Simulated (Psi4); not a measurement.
Psi4 1.11, unrestricted TPSS/def2-svp: dimethyl diselenide cation (C[Se][Se]C), charge +1, multiplicity 2, 10 atoms. The geometry is a generated start, not checked to be a minimum at this level.

```yaml
task: energy
method: tpss
basis: def2-svp
memory: 3 GB
maxiter: 100
keys_of_the_molecule_block: symmetry c1
scf_type: df (default)
e_convergence: 1e-06 (default)
d_convergence: 1e-06 (default)
dft_radial_points: 75 (default)
dft_spherical_points: 302 (default)
basis_functions: 122
grid_points: 213373
```

```xyz
10

C      2.0189    -0.3281    -0.2599
Se     1.0394     1.3171     0.2203
Se    -0.8985     1.0274    -0.9661
C     -2.0356     0.0855     0.3453
H      3.0797    -0.1135    -0.1817
H      1.7656    -0.6022    -1.2770
H      1.7499    -1.1285     0.4246
H     -2.8166    -0.4158    -0.2216
H     -2.4692     0.8036     1.0400
H     -1.4337    -0.6455     0.8761
```

Charge 1 and multiplicity 2 are set for this test and not shown to be the ground state.

With the defaults (damping_percentage = 0, level_shift = 0, level_shift_cutoff = 0.01, diis = true, scf_initial_accelerator = adiis, diis_max_vecs = 10, guess = auto, which took SAD) it converges in 23 SCF iterations. One run each on 2 threads, with these changes:
- damping_percentage = 60, diis = false, scf_initial_accelerator = none
- level_shift = 0.1, level_shift_cutoff = 0.001
- guess = gwh
- diis_max_vecs = 6
- level_shift = 0.5, level_shift_cutoff = 0.001
- damping_percentage = 20
- guess = modhuckel
- damping_percentage = 60
- diis_max_vecs = 20

Problem. Which of these changes keep the SCF from converging, or lead it to another solution?

Solution. No convergence: damping_percentage = 20; damping_percentage = 60; level_shift = 0.1, level_shift_cutoff = 0.001; level_shift = 0.5, level_shift_cutoff = 0.001; damping_percentage = 60, diis = false, scf_initial_accelerator = none (the run ends without SCF convergence in 100 iterations). The rest reach the solution of the defaults.

| setting | SCF iterations | end |
|---|---|---|
| guess = modhuckel | 19 | same solution |
| the defaults | 23 | same solution |
| guess = gwh | 24 | same solution |
| diis_max_vecs = 6 | 24 | same solution |
| diis_max_vecs = 20 | 36 | same solution |
| damping_percentage = 20 | 100 | no convergence |
| damping_percentage = 60 | 100 | no convergence |
| level_shift = 0.1, level_shift_cutoff = 0.001 | 100 | no convergence |
| level_shift = 0.5, level_shift_cutoff = 0.001 | 100 | no convergence |
| damping_percentage = 60, diis = false, scf_initial_accelerator = none | 100 | no convergence |
